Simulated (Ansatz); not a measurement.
Consider LaP in the CsCl type structure (space group Pm-3m, No. 221; a = 3.649 Å; a hypothetical phase, not in the database extracts checked; relaxed with 0.1 eV smearing). Axes: x, y, z lie along the cube axes.

Level of theory: plane-wave PAW DFT at the r2SCAN level (Ansatz, a first-principles code, 500 eV), spin-orbit coupling left out.

Now apply this change: the cell is scaled by 1.0142 in all directions, atoms relaxed at fixed cell.

Question: Predict the stress tensor and what it implies for the stiffness.

Answer: Stress of the strained cell less that of the base (GPa, compression positive):
```
   -3.0     0.0     0.0
    0.0    -3.0     0.0
    0.0     0.0    -3.0
```

Then B = −ΔP/(ΔV/V₀) with ΔV/V₀ = 0.0432 gives secant stiffness values (nonlinear terms included at this strain): B ≈ 70 GPa.

As a check, the harmonic strain energy −½ V₀ Δσ:ε is 9.8 meV/atom; the computed energy rise is 10 meV/atom.

Whether these cells are dynamically stable was not tested. The final runs are not spin-polarised.
